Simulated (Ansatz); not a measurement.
Base system: HgTe in the zinc blende structure (space group F-43m, No. 216; a = 6.5098 Å). Axes: x, y, z lie along the cube axes.

Structures relaxed with Ansatz (an electronic-structure program) PBEsol, no SOC.

Base:

Simulated powder pattern, Cu Kα1, λ = 1.54056 Å (kinematic, ideal powder, no thermal factors, no anomalous dispersion; the 8 strongest lines at most, above 2 %, up to 2θ = 90°):

```json
[
 {"2θ (°)": "23.65", "I/Imax (%)": "100", "hkl": "(111)"},
 {"2θ (°)": "39.11", "I/Imax (%)": "78", "hkl": "(220)"},
 {"2θ (°)": "46.21", "I/Imax (%)": "51", "hkl": "(311)"},
 {"2θ (°)": "56.50", "I/Imax (%)": "13", "hkl": "(400)"},
 {"2θ (°)": "62.10", "I/Imax (%)": "21", "hkl": "(331)"},
 {"2θ (°)": "70.86", "I/Imax (%)": "27", "hkl": "(422)"},
 {"2θ (°)": "75.88", "I/Imax (%)": "16", "hkl": "(511)"},
 {"2θ (°)": "88.86", "I/Imax (%)": "17", "hkl": "(531)"}
]
```

After one change:

Simulated powder pattern, Cu Kα1, λ = 1.54056 Å (kinematic, ideal powder, no thermal factors, no anomalous dispersion; the 8 strongest lines at most, above 2 %, up to 2θ = 90°):

```tsv
2θ (°)	I/Imax (%)
23.38	95
23.93	98
38.42	26
39.11	100
39.81	24
45.77	35
46.07	19
46.69	31
```

Task: Which change produced these results?
A. tensor shear ε_xy = +1.43 %
B. tensor shear ε_xy = +1.14 %
C. tensor shear ε_xy = +0.29 %
D. tensor shear ε_xy = +1.71 %

Result: D, tensor shear ε_xy = +1.71 %. Its volume per atom is 34.47 Å³ against 34.48 Å³, and its space group is Imm2 (No. 44).

The cells carry an imposed strain or load. Stability against distortions was not tested. The final runs are not spin-polarised.
